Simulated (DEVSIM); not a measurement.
Structure: Mo/Al2O3/n-Ge capacitor, at 300 K.

```csv
layer (left to right),material,thickness (nm),Nd (cm⁻³)
1,Al2O3,9.90,-
2,Ge,1300,2e17
```

Metal gate on the left, work function 4.6 eV. Fixed charge at the semiconductor interface 0 cm⁻² (in units of +e); no interface traps.

This is a model device: material constants are rounded textbook-type values typed into the input, and sizes, dopings and lifetimes were drawn at random. Values at 300 K.

```
parameter      Al2O3       Ge
-------------  -----  -------
gap (eV)         6.8    0.664
affinity (eV)   1.35        4
permittivity       9       16
Nc (cm⁻³)          -  1.04e19
Nv (cm⁻³)          -     6e18
```

Model (solved in DEVSIM): 1D Poisson equation in equilibrium, Boltzmann statistics, complete ionisation; no quantum confinement or tunnelling. Metal contacts follow the ideal Schottky-Mott rule: no Fermi-level pinning, no interface dipoles.

Question: Tabulate band edges, carrier densities and field at 0.1 V on the gate.

Answer: Energies count from the Fermi level of the right contact; mesh points crowd at the junctions.

| x (μm) | Ec (eV) | Ev (eV) | n (cm⁻³) | p (cm⁻³) | field (V/cm) |
|---|---|---|---|---|---|
| 0.000 | 3.150 | -3.650 | < 1e2 | < 1e2 | -170000 |
| 0.001100 | 3.131 | -3.669 | < 1e2 | < 1e2 | -170000 |
| 0.002992 | 3.099 | -3.701 | < 1e2 | < 1e2 | -170000 |
| 0.006158 | 3.045 | -3.755 | < 1e2 | < 1e2 | -170000 |
| 0.008870 | 2.999 | -3.801 | < 1e2 | < 1e2 | -170000 |
| 0.009940 | 0.331 | -0.333 | 2.9e13 | 1.5e13 | -96000 |
| 0.01119 | 0.319 | -0.345 | 4.5e13 | 9.7e12 | -93000 |
| 0.01527 | 0.283 | -0.381 | 1.8e14 | 2.4e12 | -84000 |
| 0.02202 | 0.232 | -0.432 | 1.3e15 | 3.3e11 | -69000 |
| 0.03578 | 0.158 | -0.506 | 2.3e16 | 1.9e10 | -39000 |
| 0.06378 | 0.108 | -0.556 | 1.6e17 | 2.7e9 | -5100 |
| 0.1556 | 0.102 | -0.562 | 2.0e17 | 2.2e9 | ≈ 0 |
| 0.3076 | 0.102 | -0.562 | 2.0e17 | 2.2e9 | ≈ 0 |
| 0.6170 | 0.102 | -0.562 | 2.0e17 | 2.2e9 | ≈ 0 |
| 1.032 | 0.102 | -0.562 | 2.0e17 | 2.2e9 | ≈ 0 |
| 1.178 | 0.102 | -0.562 | 2.0e17 | 2.2e9 | ≈ 0 |
| 1.246 | 0.102 | -0.562 | 2.0e17 | 2.2e9 | ≈ 0 |
| 1.279 | 0.102 | -0.562 | 2.0e17 | 2.2e9 | ≈ 0 |
| 1.299 | 0.102 | -0.562 | 2.0e17 | 2.2e9 | ≈ 0 |
| 1.305 | 0.102 | -0.562 | 2.0e17 | 2.2e9 | ≈ 0 |
| 1.308 | 0.102 | -0.562 | 2.0e17 | 2.2e9 | ≈ 0 |
| 1.310 | 0.102 | -0.562 | 2.0e17 | 2.2e9 | ≈ 0 |
